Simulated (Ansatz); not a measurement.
**GaP, alloy series**

Consider GaP in the zinc blende structure (space group F-43m, No. 216; a = 5.439 Å).

The other end (x = 1) is AsP in the zinc blende structure (space group F-43m, No. 216; a hypothetical phase, not in the database extracts checked): 23.90 Å³/atom, gap zero; this end may not be an ambient phase.

As replaces a fraction x of Ga; each row is one arrangement (x, atoms in the cell, starting space group or random), fully relaxed.

Level of theory: DFT with PBEsol, PAW potentials and a 420 eV plane-wave cutoff in Ansatz (a program for electronic structure), spin-orbit coupling left out, earlier PAW set.

Notes on the quantities. mixing energy: to 0.01 eV only: unlike meshes or grids; against an end that may be hypothetical.

```tsv
change	mixing energy	shortest interatomic distance	density
base	–	235.5 pm	4.16 g/cm³
x(As) = 0.25, 8 atoms, I-42m	+0.07 eV/atom	233.9 pm	4.01 g/cm³
x(As) = 0.25, 8 atoms, Pmm2	+0.07 eV/atom	233.5 pm	4.00 g/cm³
x(As) = 0.333, 6 atoms, P3m1	+0.03 eV/atom	232.2 pm	4.12 g/cm³
x(As) = 0.5, 4 atoms, R3m	-0.02 eV/atom	233.2 pm	4.16 g/cm³
x(As) = 0.75, 8 atoms, P-4m2	-0.02 eV/atom	232.0 pm	4.06 g/cm³
```

These are small ordered cells, not random alloys; other orderings at the same x differ. Stability against distortions was not tested. All final runs are without spin polarisation. Under x(As) = 0.333, 6 atoms, P3m1, x(As) = 0.5, 4 atoms, R3m and x(As) = 0.75, 8 atoms, P-4m2 the cell changed shape so far that it is another structure. The zero or small gap of Ga3AsP4 can change with the level of theory.
